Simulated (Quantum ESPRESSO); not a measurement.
Equation of state of In (space group 139): energy against volume (Quantum ESPRESSO, PBE)

```xyz
1
Lattice="-1.5961 1.5961 2.4310 1.5961 -1.5961 2.4310 1.5961 1.5961 -2.4310" Properties=species:S:1:pos:R:3 pbc="T T T"
In     0.0000     0.0000     0.0000
```

Method: PBE, GBRV 1.5 ultrasoft (PBE) pseudopotentials (plane waves; Quantum ESPRESSO). Settings: ecutwfc = 52 Ry; ecutrho = 260 Ry; occupations = smearing; smearing = fermi-dirac; degauss = 0.0036749 Ry; potentials = {In: in_pbe_v1.4.uspp.F.UPF}; K_POINTS = automatic 25 25 25 0 0 0; conv_thr = 1e-10 Ry; mixing_beta = 0.4. The cell above is the first row's. The rows scale it uniformly. In all rows the k mesh is held. E is the free energy at the stated smearing, counted from the lowest row.

```csv
V (Å^3/atom),E (meV/atom)
24.772,36.68
25.311,22.56
25.849,12.24
26.388,5.28
26.926,1.32
27.465,0.00
28.004,1.03
28.542,4.12
29.081,?
```

### Question
Fit E against V with the third-order Birch-Murnaghan form, a cubic in V^(-2/3), and predict the withheld value at V = 29.081.

### Answer
With u = V^(-2/3) - 0.112, the rows have u = 0.005677, 0.004001, 0.002385, 0.000822, -0.000685, -0.002147, -0.003561, -0.004928. Least squares gives E = 2.793 + 2546.2·u + 586133·u² + 2978149·u³. Residuals (row less fit): -0.003, 0.006, 0.000, -0.004, -0.003, 0.001, 0.006, -0.003; standard error 0.005 (degrees of freedom: 4). Its minimum lies at u = -0.002209, so V0 = (0.109791)^(-3/2) = 27.49. There d²E/du² = 1133000 and d³E/du³ = 1.787e7, so B0 = (4/9) × 27.49^(-7/3) × 1133000 × 0.160218 = 35.4 GPa (the last factor turns the table's units into GPa), and B0' = 4 + (2/3) × 0.109791 × (1.787e7)/1133000 = 5.2. The program's pressures in the fitted runs (not shown) pass through zero at V = 27.48, 0.02 % from this V0. At the withheld row, u = -0.006255, so E = 2.793 + 2546.2 × (-0.006255) + 586133 × (-0.006255)² + 2978149 × (-0.006255)³ = 9.070 meV/atom. The calculation gives 9.05 meV/atom, 0.020 meV/atom below the prediction (0.1 % of the range of E in the table). The row lies outside the fitted rows, so this is an extrapolation. From the scatter of the fitted rows alone, a prediction at this place has a standard error of 0.013 meV/atom, so the miss is 1.5 times that.

Carrying the step between the two nearest rows on in a straight line would have given 7.22, off by 1.83; series whose last step already gives the withheld value aren't shown. The scan was laid around a cell of about the measured size, scaled by a guess for this functional; axis ratios and inner coordinates come from that cell. The shape of the cell and the inner coordinates aren't relaxed, so V0 and B0 belong to this uniform scaling; a relaxed crystal lies no higher in energy and is usually softer. Cutoffs and mesh are single choices, not tested for convergence of this quantity. Series with a scatter that would blur these digits, or in which a gap closes, are not shown. Nor are scans whose minimum lies at an end fitted in this form.
